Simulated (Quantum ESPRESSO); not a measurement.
A self-consistent single point of Lu2AlCo3 (R-3m, 6 atoms in the cell) with Quantum ESPRESSO.

Level of theory: PBEsol, PSlibrary ultrasoft (PBE) pseudopotentials (plane waves; Quantum ESPRESSO).

The change in words: lattice scaled by 0.98. Reference geometry:
```xyz
6
Lattice="2.5955 -1.4985 3.7945 0.0000 2.9970 3.7945 -2.5955 -1.4985 3.7945" Properties=species:S:1:pos:R:3 pbc="T T T"
Lu     0.0000     0.0000     4.2251
Lu     0.0000     0.0000     7.1585
Al     0.0000     0.0000     0.0000
Co     1.2978    -0.7493     1.8973
Co     0.0000     1.4985     1.8973
Co    -1.2978    -0.7493     1.8973
```

Reference input (self-consistent single point, DFT, PBEsol, plane waves, PSlibrary ultrasoft (PBE) pseudopotentials): ecutwfc = 50 Ry; ecutrho = 400 Ry; occupations = smearing; smearing = fermi-dirac; degauss = 0.0073499 Ry; input_dft = pbesol; K_POINTS = automatic 6 6 6 0 0 0; conv_thr = 1e-10 Ry. This run's input differs from it in these lines:

```diff
@@ -11,4 +11,4 @@
    ibrav = 5
-   celldm(1) = 9.13750420
-   celldm(4) = 0.4237400966
+   celldm(1) = 8.95475374
+   celldm(4) = 0.4237399767
    nat = 6
@@ -30,8 +30,8 @@
 ATOMIC_POSITIONS {bohr}
-Lu    0.00000000    0.00000000    7.98419413
-Lu    0.00000000    0.00000000   13.52767329
+Lu    0.00000000    0.00000000    7.82450940
+Lu    0.00000000    0.00000000   13.25711840
 Al    0.00000000    0.00000000    0.00000000
-Co    2.45240276   -1.41589540    3.58531124
-Co    0.00000000    2.83179079    3.58531124
-Co   -2.45240276   -1.41589540    3.58531124
+Co    2.40335486   -1.38757757    3.51360463
+Co    0.00000000    2.77515515    3.51360463
+Co   -2.40335486   -1.38757757    3.51360463
 K_POINTS {automatic}
```

Output, abridged:

```
     Self-consistent Calculation

     iteration #  1     ecut=    50.00 Ry     beta= 0.70

---- Real-time Memory Report at c_bands before calling an iterative solver
           294 MiB given to the printing process from OS
           109 MiB allocation reported by mallinfo(arena+hblkhd)
------------------

     total energy              =    -481.19192427 Ry
     estimated scf accuracy    <       0.81628143 Ry

     iteration #  2     ecut=    50.00 Ry     beta= 0.70

---- Real-time Memory Report at c_bands before calling an iterative solver
           365 MiB given to the printing process from OS
   [... lines left out ...]

---- Real-time Memory Report at c_bands before calling an iterative solver
           373 MiB given to the printing process from OS
           143 MiB allocation reported by mallinfo(arena+hblkhd)
------------------

     total energy              =    -481.79371884 Ry
     estimated scf accuracy    <          4.3E-10 Ry

     iteration # 14     ecut=    50.00 Ry     beta= 0.70

---- Real-time Memory Report at c_bands before calling an iterative solver
           373 MiB given to the printing process from OS
           143 MiB allocation reported by mallinfo(arena+hblkhd)
------------------
     End of self-consistent calculation

     the Fermi energy is    14.0561 ev

!    total energy              =    -481.79371884 Ry
     estimated scf accuracy    <          4.1E-11 Ry
     smearing contrib. (-TS)   =      -0.01273548 Ry
     internal energy E=F+TS    =    -481.78098336 Ry

     convergence has been achieved in  14 iterations

     Forces acting on atoms (cartesian axes, Ry/au):

     atom    1 type  1   force =     0.00000000    0.00000000    0.00854391
     atom    2 type  1   force =     0.00000000    0.00000000   -0.00854391
     atom    3 type  2   force =     0.00000000    0.00000000    0.00000000
     atom    4 type  3   force =     0.00000000    0.00000000    0.00000000
     atom    5 type  3   force =    -0.00000000   -0.00000000    0.00000000
     atom    6 type  3   force =     0.00000000    0.00000000    0.00000000

     Total force =     0.012083     Total SCF correction =     0.000003

          total   stress  (Ry/bohr**3)                   (kbar)     P=       70.91
   0.00043216   0.00000000   0.00000000           63.57        0.00        0.00
   0.00000000   0.00043216   0.00000000            0.00       63.57        0.00
   0.00000000   0.00000000   0.00058188            0.00        0.00       85.60

   JOB DONE.
```

The run converged in 14 iterations. Against the reference run the free energy rises by 16.6 meV/atom, the pressure goes from -1.91 to 7.09 GPa and the largest force goes from 0.090 to 0.220 eV/Å. The full log also holds: “c_bands:  2 eigenvalues not converged”.

The starting cell comes from a database of computed structures (which also holds hypothetical and non-ambient phases and stackings), without a prior relaxation at this level. Its lattice was rescaled by a random factor within 2.5 % of one. For this run, on top of that: lattice scaled by 0.98. Spin-orbit coupling is off. Spin polarisation is off. With a pressure of about 7 GPa the cell is away from its equilibrium volume at this level.

Cost on one core of a shared machine: roughly 2 min.
